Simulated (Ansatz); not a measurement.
**A computed series for SnO2: response to strain**

Start from SnO₂ in the rutile structure (space group P4_2/mnm, No. 136; a = 4.8276 Å, c = 3.2381 Å).

Strains are applied to the cell and any free atomic positions relax.

Calculations: PBE (Ansatz, a quantum-chemistry and plane-wave program, PAW, no spin-orbit coupling).

Notes on the quantities. pressure: mean of the normal stresses, compression positive.

```csv
isotropic strain (%),pressure (GPa)
0,0.0
0.6,-3.0
1.2,-5.8
1.8,?
2.4,-10.4
3,-12.4
```

Question: Fit P = P₀ − Bδ + Cδ² with δ = (1 + ε)³ − 1 to the rows shown and predict the withheld row.

Answer: Least squares on the printed values gives P₀ = 0.0 GPa, B = 174 GPa (at held cell shape), C = 435 GPa (largest residual 0.1 GPa); this predicts -8.2 GPa, and the run gives -8.2 GPa, in agreement.

Whether these cells are dynamically stable was not tested. The final runs are not spin-polarised.
